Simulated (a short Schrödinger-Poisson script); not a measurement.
Stack: symmetric double-gate stack, SiO2 on p-type GaAs, at 300 K.

| layer | material | thickness (nm) | Na (cm⁻³) |
|---|---|---|---|
| 1 | SiO2 | 3.5 | - |
| 2 | GaAs | 8 | 8e16 |
| 3 | SiO2 | 3.5 | - |

Constants are typed, rounded textbook-type inputs, not results; the design itself was drawn at random and stands for no fabricated device. SiO2: permittivity 3.9, conduction-band edge (eV) 3.17, gap (eV) 9, electron mass (mₑ) 0.5. GaAs: permittivity 12.9, conduction-band edge (eV) 0, gap (eV) 1.424, Nv at 300 K (cm⁻³) 9e18.

Channel valleys (confinement mass, in-plane density-of-states mass, number): Γ 0.067, 0.067, 1. At the gates, both at one voltage, the conduction-band edge of layer 1 lies 3.48 eV − eVg above the Fermi level of the channel. Gaps are held at their typed values at every temperature. Mesh 0.03 nm at interfaces.

Solved with a short Schrödinger-Poisson script written for these runs: 1D Poisson equation in equilibrium, electrons quantum, Hartree (BenDaniel-Duke, 12 states a valley, the channel's in-plane mass for all, wave functions ending at the dielectric), parabolic valleys, classical holes, full ionisation, no traps, pinning or gate leakage.

The same stack at other levels of the model or other numerical settings:

```tsv
run	sheet density of all electrons at Vg = 2.55 V (cm⁻²)	sheet density of all electrons at Vg = 0.75 V (cm⁻²)	capacitance of both gates at Vg = 2.55 V (μF/cm²)	rough cost against the base
base	1.80e13	2.61e12	1.44	about 1
electrons treated as classical, Boltzmann	2.53e13	4.22e12	1.92	0.1
electrons treated as classical, Fermi-Dirac	1.98e13	3.31e12	[?]	0.3
electrons treated as quantum, Hartree plus LDA exchange-correlation	1.83e13	[?]	1.45	2
mesh six times as coarse	1.80e13	2.61e12	1.44	0.3
one subband a valley	1.62e13	2.60e12	[?]	0.4
```

Question: Complete the blanks.

Answer: 
- electrons treated as quantum, Hartree plus LDA exchange-correlation, sheet density of all electrons at Vg = 0.75 V (cm⁻²): 2.75e12
- electrons treated as classical, Fermi-Dirac, capacitance of both gates at Vg = 2.55 V (μF/cm²): 1.53
- one subband a valley, capacitance of both gates at Vg = 2.55 V (μF/cm²): 1.22

The classical rows ignore confinement, and Boltzmann statistics overrate the density once the band edge passes the Fermi level.

Above a few 1e12 electrons/cm² a light Γ valley is non-parabolic and upper valleys begin to fill, which the model leaves out.
